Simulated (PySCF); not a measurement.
PySCF 2.14.0, unrestricted PBE/def2-svp, df: Ga(H)3 anion ([GaH3]), charge -1, multiplicity 2, 4 atoms. The geometry is a generated start, not checked to be a minimum at this level.

| Property | Value |
|---|---|
| task | energy |
| method | pbe |
| basis | def2-svp |
| two-electron scheme | density fitting |
| mol.max_memory | 3000 MB |
| mf.max_cycle | 100 |
| mf.init_guess | minao (default) |
| mf.DIIS | CDIIS (default) |
| mf.diis_space | 8 (default) |
| mf.conv_tol | 1e-09 (default) |
| mf.grids.level | 3 (default) |
| basis functions | 47 |
| grid points | 50328 |

```xyz
4

Ga    -0.0006    -0.0008    -0.0011
H      0.6539    -0.4257     1.3558
H     -0.3485     1.5056    -0.2594
H     -0.3048    -1.0792    -1.0953
```

Charge -1 and multiplicity 2 are set for this test and not shown to be the ground state.

One run each on 2 threads, 1 BLAS thread. Values of level_shift (Hartree) tried: 0 (default), 0.1, 0.3, 1.

Problem. How does the count of Fock builds change with level_shift (Hartree), and where is it least?

Solution. Fewest Fock builds, within one of each other: 0 (default) with 10, 0.1 with 11. The count rises to 32 at 1. All converge to one solution.

```csv
level_shift (Hartree),Fock builds,end
0 (default),10,same solution
0.1,11,same solution
0.3,15,same solution
1,32,same solution
```
